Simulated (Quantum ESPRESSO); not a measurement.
A self-consistent single point of AlCo₂O₄ (Fd-3m, 14 atoms in the cell) with Quantum ESPRESSO.

Method: BLYP+U, PSlibrary PAW (PBE) pseudopotentials (plane waves; Quantum ESPRESSO 7.5).

```xyz
14
Lattice="-4.1350 0.0000 4.1350 0.0000 4.1350 4.1350 -4.1350 4.1350 0.0000" Properties=species:S:1:pos:R:3 pbc="T T T"
Al    -2.0675     2.0675     2.0675
Al     0.0000     0.0000     0.0000
Co    -3.1013     3.1013     5.1688
Co    -5.1688     3.1013     3.1013
Co    -5.1688     5.1688     5.1688
Co    -3.1013     5.1688     3.1013
O     -3.1095     5.1606     5.1606
O     -7.2281     7.2281     7.2281
O     -5.1606     3.1095     5.1606
O     -5.1770     5.1770     7.2281
O     -5.1606     5.1606     3.1095
O     -5.1770     7.2281     5.1770
O     -3.1095     3.1095     3.1095
O     -7.2281     5.1770     5.1770
```
Moments meant for the start (each program seeds them in its own way; μB, in the order of the atoms Al Al Co Co Co Co O O O O O O O O): 0.0 0.0 3.0 3.0 3.0 3.0 0.0 0.0 0.0 0.0 0.0 0.0 0.0 0.0.

Reference input (self-consistent single point, DFT, PBEsol+U, plane waves, PSlibrary PAW (PBE) pseudopotentials): ecutwfc = 55 Ry; ecutrho = 330 Ry; occupations = smearing; smearing = cold; degauss = 0.0099958 Ry; nspin = 2; input_dft = pbesol; K_POINTS = automatic 5 5 5 0 0 0; HUBBARD = ortho-atomic; U Co-3d 3.32 eV; conv_thr = 1e-11 Ry; mixing_beta = 0.2. This run's input differs from it in these lines:

```diff
@@ -21,3 +21,3 @@
  starting_magnetization(2) = 0.333
- input_dft = 'pbesol'
+ input_dft = 'blyp'
 /
```

The program printed (abridged):

```
     Self-consistent Calculation

     iteration #  1     ecut=    55.00 Ry     beta= 0.20

---- Real-time Memory Report at c_bands before calling an iterative solver
           373 MiB given to the printing process from OS
           261 MiB allocation reported by mallinfo(arena+hblkhd)
------------------

     =================== HUBBARD OCCUPATIONS ===================
     ------------------------ ATOM    3 ------------------------
     Tr[ns(  3)] (up, down, total) =   4.98670  1.79560  6.78230
     Atomic magnetic moment for atom   3 =   3.19110
     SPIN  1
     eigenvalues:
       0.996  0.996  0.998  0.998  0.998
     SPIN  2
   [... lines left out ...]
     atom   4 (R=0.103)  charge=  6.4714  magn=  2.7910
     atom   5 (R=0.103)  charge=  6.4714  magn=  2.7910
     atom   6 (R=0.103)  charge=  6.4714  magn=  2.7910
     atom   7 (R=0.090)  charge=  5.0579  magn=  0.2468
     atom   8 (R=0.090)  charge=  5.0579  magn=  0.2468
     atom   9 (R=0.090)  charge=  5.0579  magn=  0.2468
     atom  10 (R=0.090)  charge=  5.0579  magn=  0.2468
     atom  11 (R=0.090)  charge=  5.0579  magn=  0.2468
     atom  12 (R=0.090)  charge=  5.0579  magn=  0.2468
     atom  13 (R=0.090)  charge=  5.0579  magn=  0.2468
     atom  14 (R=0.090)  charge=  5.0579  magn=  0.2468
     End of self-consistent calculation

     the Fermi energy is     9.0062 ev

!    total energy              =   -1064.70105782 Ry
     estimated scf accuracy    <          6.8E-12 Ry
     smearing contrib. (-TS)   =       0.00050205 Ry
     internal energy E=F+TS    =   -1064.70155987 Ry

     Hubbard energy            =       0.38268559 Ry
      -> PAW hartree energy AE =     441.93033176 Ry
      -> PAW hartree energy PS =    -440.31635528 Ry
      -> PAW xc energy AE      =    -593.90232236 Ry
      -> PAW xc energy PS      =      95.50510061 Ry
      -> total E_H with PAW    =     151.79637274 Ry
      -> total E_XC with PAW   =    -693.58674595 Ry

     total magnetization       =    14.00 Bohr mag/cell
     absolute magnetization    =    14.08 Bohr mag/cell

     convergence has been achieved in  26 iterations

   [... lines left out ...]

     Total force =     0.023541     Total SCF correction =     0.000002

          total   stress  (Ry/bohr**3)                   (kbar)     P=       58.58
   0.00039822  -0.00000000  -0.00000000           58.58       -0.00       -0.00
  -0.00000000   0.00039822   0.00000000           -0.00       58.58        0.00
   0.00000000   0.00000000   0.00039822            0.00        0.00       58.58

   JOB DONE.
```

The run converged in 26 iterations. Against the reference run the pressure goes from -6.08 to 5.86 GPa, the largest force goes from 0.266 to 0.214 eV/Å and the size of the net moment stays at 1.00 μB/atom.

The starting cell comes from a database of computed structures (which also holds hypothetical and non-ambient phases and stackings), without a prior relaxation at this level. The magnetic order is the one reached from the typed start; others were not searched systematically. With U or open f shells several self-consistent states can exist. With a pressure of about 6 GPa the cell is away from its equilibrium volume at this level.

Cost on one core of a shared machine: roughly 20 min.
